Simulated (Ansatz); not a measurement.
Start from ZrO2 (space group P4_2/nmc, No. 137).

```yaml
crystal:
  lattice:
    - [3.62104, 0.00000, 0.00000]
    - [0.00000, 3.62104, 0.00000]
    - [0.00000, 0.00000, 5.28293]
  atoms:
    - { symbol: Zr, position: [0.00000, 0.00000, 0.00000] }
    - { symbol: Zr, position: [0.50000, 0.50000, 0.50000] }
    - { symbol: O, position: [0.00000, 0.50000, 0.19276] }
    - { symbol: O, position: [0.00000, 0.50000, 0.69276] }
    - { symbol: O, position: [0.50000, 0.00000, 0.30724] }
    - { symbol: O, position: [0.50000, 0.00000, 0.80724] }
```

Cartesian axes are those of the cell as printed.

Method: DFT with PBE, PAW potentials and a 420 eV plane-wave cutoff in Ansatz (a first-principles code), no spin-orbit coupling.

For the base:

* **Gap character**: indirect, k = (0.222, 0.222, 0) in the run's primitive reciprocal basis → Γ
* **Electron mass**: 2.3 mₑ along c, 0.61 mₑ across (at Γ)

The change: biaxial strain −4.02 %, plane normal [001], relaxed out of plane (Cartesian); in-plane vectors clamped, the third vector and the atoms free.

Estimate the effect on the gap character and electron mass.

The gap character changes from indirect, k = (0.222, 0.222, 0) in the run's primitive reciprocal basis → Γ to indirect, A → Γ; the electron mass changes from 2.3 mₑ along c, 0.61 mₑ across (at Γ) to 2.4 mₑ out of plane, 0.71 mₑ in plane (at Γ).

Effective masses come from finite differences of ±0.01 Å⁻¹. Stability against distortions was not tested. This is not the structure that ZrO2 has at room temperature and ambient pressure.
